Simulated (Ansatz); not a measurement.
# Fermi-surface data of TiPd (Pmma)

```yaml
crystal:
  lattice:
    - [4.53972, 0.00000, 0.00000]
    - [0.00000, 2.74835, 0.00000]
    - [0.00000, 0.00000, 4.83618]
  atoms:
    - { symbol: Ti, position: [0.25000, 0.00000, 0.70089] }
    - { symbol: Ti, position: [0.75000, 0.00000, 0.29911] }
    - { symbol: Pd, position: [0.25000, 0.50000, 0.18662] }
    - { symbol: Pd, position: [0.75000, 0.50000, 0.81338] }
```

Method: PBEsol with spin-orbit coupling, rigid bands (plane waves, PAW; Ansatz, a quantum-chemistry and plane-wave program). Condition of this run: spin-orbit coupling switched on. Cell: cell and atoms relaxed with PBEsol.

```json
{
 "density of states at the Fermi level": "4.47 states/(eV·cell), both spins",
 "bare Sommerfeld coefficient": "2.6 mJ/(mol of atoms·K²)",
 "drude_plasma_energy": "3.9 (x), 5.5 (y), 4.6 (z) eV",
 "root-mean-square Fermi velocity": "3.4e5 m/s",
 "resistivity times τ": "31 (x), 16.3 (y), 23 (z) ×10⁻²² Ω·m·s"
}
```

A metal at this level (no band gap); rigid bands, thermally averaged at 300 K, both spins. τ is one relaxation time for all states.

Computed structure with no diffraction record at hand here (it may be known, metastable or hypothetical): TiPd (Pmma).
